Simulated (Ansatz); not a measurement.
Hypothetical rock salt AsP: response to strain

Start from AsP in the rock salt structure (space group Fm-3m, No. 225; a = 5.210 Å; a hypothetical phase, not in the database extracts checked; relaxed with 0.1 eV smearing). Axes: x, y, z lie along the cube axes.

Strains are applied to the cell and any free atomic positions relax; under biaxial strain the out-of-plane vector relaxes too; under stress the whole cell relaxes.

Levels (all Ansatz, an electronic-structure program, PAW): PBE (420 eV, without spin-orbit coupling); r2SCAN (500 eV, spin-orbit coupling left out).

The base cell above is that of PBE; each level relaxes its own structures.

Notes on the quantities. energy relative to the base: free energy F.

| case | energy relative to the base, PBE | energy relative to the base, r2SCAN |
|---|---|---|
| biaxial strain −4.13 %, plane normal [001], relaxed out of plane | +50 meV/atom | +52 meV/atom |
| biaxial strain −2.42 %, plane normal [111], relaxed out of plane | +10 meV/atom | … |
| biaxial strain +1.49 %, plane normal [111], relaxed out of plane | +3.7 meV/atom | … |
| isotropic strain −4.85 % | +121 meV/atom | +129 meV/atom |
| isotropic strain −1.17 % | +6.2 meV/atom | … |
| uniaxial strain ε_xx = −0.37 % | +0.2 meV/atom | … |
| uniaxial strain ε_xx = +1.47 % | +2.5 meV/atom | +2.6 meV/atom |
| uniaxial strain ε_xx = +5.54 % | +30 meV/atom | +32 meV/atom |
| uniaxial strain ε_yy = +3.20 % | +11 meV/atom | +11 meV/atom |
| uniaxial stress, 2 GPa compression along x | +1.0 meV/atom | … |
| tensor shear ε_yz = −0.92 % | +0.8 meV/atom | +1.0 meV/atom |
| strain tensor (xx, yy, zz, yz, xz, xy) = (+0.64, +1.49, +0.15, −0.75, +0.64, +0.07) % | +4.3 meV/atom | … |

Some entries are withheld; estimate them.


- biaxial strain −2.42 %, plane normal [111], relaxed out of plane, energy relative to the base, r2SCAN: +12 meV/atom
- biaxial strain +1.49 %, plane normal [111], relaxed out of plane, energy relative to the base, r2SCAN: +4.2 meV/atom
- isotropic strain −1.17 %, energy relative to the base, r2SCAN: +6.6 meV/atom
- uniaxial strain ε_xx = −0.37 %, energy relative to the base, r2SCAN: +0.2 meV/atom
- uniaxial stress, 2 GPa compression along x, energy relative to the base, r2SCAN: +0.9 meV/atom
- strain tensor (xx, yy, zz, yz, xz, xy) = (+0.64, +1.49, +0.15, −0.75, +0.64, +0.07) %, energy relative to the base, r2SCAN: +4.6 meV/atom

The two levels differ by at most about 7.7 meV/atom. Near ties aside, they put the cases in the same order.

Beyond what the load breaks, stability against distortions was not tested. The final runs are not spin-polarised.
